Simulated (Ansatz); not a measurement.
## InAs: energy against volume

InAs (zinc blende, F-43m, 27.353 Å³/atom and stress up to 0.01 GPa in the relaxed cell, cube axes along x, y and z) under an equal strain ε along all three axes. LDA in Ansatz, a plane-wave DFT program (PAW, default set), 420 eV, 10×10×10 Γ-centred mesh, Fermi-Dirac smearing 0.05 eV; ions are relaxed, or left where forces stay under 0.02 eV/Å, within the symmetry of each cell.

Here V stands for volume and E for E less E0.

| volume (Å³/atom) | E less E0 (meV/atom) | pressure (GPa) |
|---|---|---|
| 25.7447 | 19.94 | 4.21 |
| 26.1407 | 11.00 | 3.04 |
| 26.5408 | 4.80 | 1.95 |
| 26.9450 | 1.18 | 0.94 |
| 27.3532 | 0.00 | 0.00 |
| 27.7656 | 1.14 | -0.87 |
| 28.1821 | 4.46 | -1.67 |
| 28.6027 | 9.84 | -2.42 |
| 29.0275 | 17.17 | -3.10 |
| 29.8896 | ? | ? |

Q: Using the third-order Birch-Murnaghan form, a cubic in V^(-2/3), estimate the missing E at V = 29.8896 from the other rows, showing the fit.

A: With u = V^(-2/3) - 0.1102, the rows have u = 0.0044942, 0.0033329, 0.0021890, 0.0010623, -0.0000474, -0.0011409, -0.0022181, -0.0032793, -0.0043250. Least squares gives E = 0.006 + 88.6·u + 952374·u² + 3303044·u³. Residuals (row less fit): 0.000, -0.003, 0.002, 0.001, -0.004, 0.000, 0.001, -0.001, 0.000; standard error 0.002 (degrees of freedom: 5). Its minimum lies at u = -0.0000465, so V0 = (0.1101535)^(-3/2) = 27.35. There d²E/du² = 1904000 and d³E/du³ = 1.982e7, so B0 = (4/9) × 27.35^(-7/3) × 1904000 × 0.160218 = 60.1 GPa (the last factor turns the table's units into GPa), and B0' = 4 + (2/3) × 0.1101535 × (1.982e7)/1904000 = 4.8. B0' rests on the cubic coefficient alone and has a standard error of 0.1 from these residuals. At the withheld row, u = -0.0063707, so E = 0.006 + 88.6 × (-0.0063707) + 952374 × (-0.0063707)² + 3303044 × (-0.0063707)³ = 37.240 meV/atom. The calculation gives 37.24 meV/atom, which the fit meets to the printed digits. The row lies outside the fitted rows, so this is an extrapolation. The scatter of the fitted rows lies at the last printed digit.

This level leaves no gap over 0.05 eV at strain -2.00, -1.50, -1.00, -0.50, 0.00, 0.50, 1.00, 1.50, 2.00, 3.00 %. Other structures, which can take over under pressure, weren't tried. The same form fitted to the pressure column gives B0' = 4.7; series where the two differ by over 0.4 aren't shown. Rows are the converged runs of the series near zero and its far end, less any whose ions stayed unrelaxed beside relaxed ones; series whose fitted rows scatter by over a few per cent of the range, as at a crossing or softening among them, aren't shown in this form.
